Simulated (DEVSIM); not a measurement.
System: Co/SiON/SiO2/n-Si capacitor, at 300 K.

| layer (left to right) | material | thickness (nm) | Nd (cm⁻³) |
|---|---|---|---|
| 1 | SiON | 18.0 | - |
| 2 | SiO2 | 0.780 | - |
| 3 | Si | 1200 | 2.3e17 |

Metal gate on the left, work function 5 eV. Fixed charge at the semiconductor interface 1.3e11 cm⁻² (in units of +e); interface traps 1e10 cm⁻² eV⁻¹, uniform in energy, neutral level at 0.5 of the gap above the valence band.

This is a model device: material constants are rounded textbook-type values typed into the input, and sizes, dopings and lifetimes were drawn at random. Values at 300 K.

| parameter | SiON | SiO2 | Si |
|---|---|---|---|
| gap (eV) | 7 | 9 | 1.124 |
| affinity (eV) | 1.4 | 0.9 | 4.05 |
| permittivity | 5.5 | 3.9 | 11.7 |
| Nc (cm⁻³) | - | - | 2.86e19 |
| Nv (cm⁻³) | - | - | 3.1e19 |

DEVSIM, 1D Poisson equation in equilibrium, Boltzmann statistics, complete ionisation; no quantum confinement or tunnelling. Metal contacts follow the ideal Schottky-Mott rule: no Fermi-level pinning, no interface dipoles.

Task: Tabulate band edges, carrier densities and field at -0.4 V on the gate.

Result: Energies count from the Fermi level of the right contact; mesh points crowd at the junctions.

| x (μm) | Ec (eV) | Ev (eV) | n (cm⁻³) | p (cm⁻³) | field (V/cm) |
|---|---|---|---|---|---|
| 0.000 | 4.000 | -3.000 | < 1e2 | < 1e2 | -410000 |
| 0.001375 | 3.944 | -3.056 | < 1e2 | < 1e2 | -410000 |
| 0.004003 | 3.836 | -3.164 | < 1e2 | < 1e2 | -410000 |
| 0.009300 | 3.619 | -3.381 | < 1e2 | < 1e2 | -410000 |
| 0.01531 | 3.373 | -3.627 | < 1e2 | < 1e2 | -410000 |
| 0.01735 | 3.290 | -3.710 | < 1e2 | < 1e2 | -410000 |
| 0.01829 | 3.746 | -5.254 | < 1e2 | < 1e2 | -580000 |
| 0.01909 | 0.563 | -0.561 | 1.0e10 | 1.2e10 | -170000 |
| 0.02093 | 0.532 | -0.592 | 3.4e10 | 3.5e9 | -160000 |
| 0.02509 | 0.466 | -0.658 | 4.2e11 | 2.8e8 | -150000 |
| 0.03389 | 0.348 | -0.776 | 4.1e13 | 2900000 | -120000 |
| 0.06567 | 0.143 | -0.981 | 1.1e17 | 1000 | -19000 |
| 0.1222 | 0.125 | -0.999 | 2.3e17 | 510 | -33 |
| 0.2533 | 0.125 | -0.999 | 2.3e17 | 510 | ≈ 0 |
| 0.6949 | 0.125 | -0.999 | 2.3e17 | 510 | ≈ 0 |
| 0.9788 | 0.125 | -0.999 | 2.3e17 | 510 | ≈ 0 |
| 1.113 | 0.125 | -0.999 | 2.3e17 | 510 | ≈ 0 |
| 1.172 | 0.125 | -0.999 | 2.3e17 | 510 | ≈ 0 |
| 1.203 | 0.125 | -0.999 | 2.3e17 | 510 | ≈ 0 |
| 1.213 | 0.125 | -0.999 | 2.3e17 | 510 | ≈ 0 |
| 1.216 | 0.125 | -0.999 | 2.3e17 | 510 | ≈ 0 |
| 1.219 | 0.125 | -0.999 | 2.3e17 | 510 | ≈ 0 |
